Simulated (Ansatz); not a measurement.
Defect migration in 2H silicon carbide: C vacancy, charge state -2. All values below come from PBE, PAW (plane waves to 420 eV; Ansatz, a first-principles code).

Cell of 72 host sites held at the relaxed PBE lattice; the Γ point alone; Fermi-Dirac width 0.01 eV, spin-restricted; finite-size errors left in. Static, classical nuclei. The host's phase is taken as given; its stability against other phases was not computed. The charge state is imposed; whether it is stable for some Fermi level was not computed. Forms of the defect that were not tried may lie lower.

Barriers: single points on a 2×2×2 k-point mesh shifted by half a step along c at the bands' geometries (they differ from the bands' own by up to 0.58 eV, and are uncertain by about as much).

The step: one C atom jumps into the vacancy from a nearby C site (strongly reconstructed ends). Atoms about the jump, Cartesian Å from the middle of the jump, before and after:

```tsv
atom	x0	y0	z0	x1	y1	z1
C1	0.75	-1.33	0.02	-0.75	1.33	-0.02
Si2	-0.88	-0.43	0.72	-0.59	-0.40	0.72
Si3	0.68	2.27	0.72	0.82	2.19	0.59
Si4	2.32	-0.47	0.63	1.84	-0.81	0.54
Si5	-0.83	1.34	-1.89	-0.72	1.29	-1.92
C6	2.28	1.32	0.02	2.32	1.30	-0.06
Si7	0.78	-1.36	-1.90	0.92	-1.34	-1.89
Si8	2.32	1.30	-1.90	2.38	1.30	-1.92
C9	-0.76	-0.48	-2.54	-0.69	-0.48	-2.54
C10	0.79	2.19	-2.54	0.83	2.19	-2.56
C11	-0.70	-0.55	2.62	-0.78	-0.49	2.62
Si12	-1.75	1.87	0.54	-2.29	2.17	0.61
C13	0.88	2.18	2.62	0.79	2.17	2.51
C14	2.34	-0.49	-2.53	2.43	-0.46	-2.63
C15	-2.30	-1.44	-0.02	-2.19	-1.36	0.02
C16	2.37	-0.50	2.54	2.29	-0.54	2.52
Si17	0.85	-3.20	0.60	0.97	-3.11	0.72
C18	0.84	4.01	-0.02	0.86	3.99	0.01
Si19	-0.69	1.27	3.18	-0.75	1.28	3.17
```

Where do these atoms stand at the saddle point, and how high is it?


```tsv
atom	x	y	z
C1	0.37	0.40	-0.12
Si2	-1.13	-0.13	0.75
Si3	0.97	2.06	0.61
Si4	2.18	-0.41	0.59
Si5	-0.61	1.13	-1.84
C6	2.60	1.38	0.01
Si7	0.79	-1.47	-1.84
Si8	2.40	1.26	-1.89
C9	-0.74	-0.59	-2.59
C10	0.85	2.14	-2.54
C11	-0.79	-0.49	2.58
Si12	-2.27	2.01	0.68
C13	0.82	2.17	2.53
C14	2.35	-0.54	-2.53
C15	-2.37	-1.39	-0.02
C16	2.34	-0.47	2.54
Si17	0.90	-3.02	0.51
C18	0.82	3.91	0.00
Si19	-0.74	1.30	3.19
```
It lies 3.04 eV above the start and 3.04 eV above the end. The saddle point's order was not checked.
